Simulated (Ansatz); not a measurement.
The starting structures come from a database of crystals and need not be the phases stable at ambient conditions.

By PBEsol, the system below comes out a metal.

Without scattering a metal conducts by its projected Fermi surface.

Data:

```yaml
crystal:
  lattice:
    - [2.91475, 0.00000, 0.00000]
    - [0.00000, 9.02139, 0.00000]
    - [0.00000, 4.51069, 2.60425]
  atoms:
    - { symbol: Ta, position: [0.00000, 0.00000, 0.00000] }
    - { symbol: Ta, position: [0.50000, 0.66667, 0.00000] }
    - { symbol: Ta, position: [0.50000, 0.33333, 0.00000] }
    - { symbol: N, position: [0.00000, 0.60761, 0.39239] }
    - { symbol: N, position: [0.00000, 0.39239, 0.21522] }
    - { symbol: N, position: [0.00000, 0.00000, 0.39239] }
```

Space group of this cell: P-62m. The cell is taken as given; by PBEsol its mean pressure is -5.6 GPa.

The current flows along the normal of the first two printed cell vectors, the (110) plane of the conventional cell. No spin-orbit coupling; the value is a mean over 0.1 eV about the Fermi level.

### Question
Give the ballistic conductance per area that PBEsol in Ansatz (an electronic-structure program) yields.

### Answer
0.22 × 10¹⁵ S/m² for both spins.
